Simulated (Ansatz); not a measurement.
**Mg2Sn, response to strain**

Consider Mg2Sn (space group Fm-3m, No. 225; a = 6.664 Å; relaxed with 0.1 eV smearing). Axes: x, y, z lie along the cube axes.

Strains are applied to the cell and any free atomic positions relax.

Method: Kohn–Sham DFT with the LDA functional, run in Ansatz (a first-principles code) with PAW and 420 eV plane waves, without spin-orbit coupling.

Notes on the quantities. pressure: mean of the normal stresses, compression positive; energy relative to the base: free energy F.

```tsv
change	pressure	shortest interatomic distance	energy relative to the base
base	0.0 GPa	2.886 Å	0 meV/atom
uniaxial strain ε_zz = −3.00 %	1.5 GPa	2.857 Å	+5.8 meV/atom
uniaxial strain ε_zz = −2.50 %	1.3 GPa	[?]	+4.0 meV/atom
uniaxial strain ε_zz = −1.50 %	0.7 GPa	2.871 Å	+1.4 meV/atom
uniaxial strain ε_zz = −1.00 %	0.5 GPa	2.876 Å	+0.6 meV/atom
uniaxial strain ε_zz = −0.50 %	0.2 GPa	2.881 Å	+0.2 meV/atom
uniaxial strain ε_zz = +0.50 %	-0.2 GPa	2.890 Å	+0.1 meV/atom
uniaxial strain ε_zz = +1.00 %	-0.4 GPa	2.895 Å	+0.6 meV/atom
uniaxial strain ε_zz = +1.50 %	[?]	2.900 Å	[?]
uniaxial strain ε_zz = +2.50 %	-1.1 GPa	2.910 Å	+3.7 meV/atom
```

Task: Complete the table.

Result: 
- uniaxial strain ε_zz = −2.50 %, shortest interatomic distance: 2.862 Å
- uniaxial strain ε_zz = +1.50 %, pressure: -0.7 GPa
- uniaxial strain ε_zz = +1.50 %, energy relative to the base: +1.3 meV/atom

Stability against distortions was not tested.
